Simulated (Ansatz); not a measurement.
Reference: ZrS₂ (P-3m1), r2SCAN+D4 with spin-orbit coupling, rigid bands (plane waves, PAW; Ansatz, an electronic-structure program); geometry: cell and atoms relaxed with r2SCAN, with a dispersion correction for ZrS2 (P-3m1), PtS2 (P-3m1).

```yaml
crystal:
  lattice:
    - [3.68013, 0.00000, 0.00000]
    - [-1.84006, 3.18708, 0.00000]
    - [0.00000, 0.00000, 5.93395]
  atoms:
    - { symbol: Zr, position: [0.00000, 0.00000, 0.00000] }
    - { symbol: S, position: [0.66667, 0.33333, 0.75758] }
    - { symbol: S, position: [0.33333, 0.66667, 0.24242] }
```

* **band gap**: 1.25 eV
* **electron conductivity mass**: 0.74 mₑ
* **hole conductivity mass**: 0.89 mₑ
* **Seebeck coefficient, n-type 1e19 cm⁻³**: -395 μV/K

Problem. Swap Zr for Pt, keeping the structure type. How do these values move?

Solution. PtS$_{2}$ (P-3m1): volume per atom 23.2 to 18.9 Å³; band gap falls (1.25 eV to 0.93 eV); electron conductivity mass falls (0.74 mₑ to 0.39 mₑ); hole conductivity mass falls (0.89 mₑ to 0.81 mₑ); Seebeck coefficient, n-type 1e19 cm⁻³ falls in size (-395 μV/K to -348 μV/K).

Moves up to 5 % count as about the same. Masses are for dilute carriers at 300 K, harmonic means over directions unless an axis is named. Seebeck coefficients are for the stated density at 300 K, with one relaxation time for all states and whether or not that doping can be reached.

Computed structure with no diffraction record at hand here (it may be known, metastable or hypothetical): PtS2 (P-3m1), ZrS2 (P-3m1).
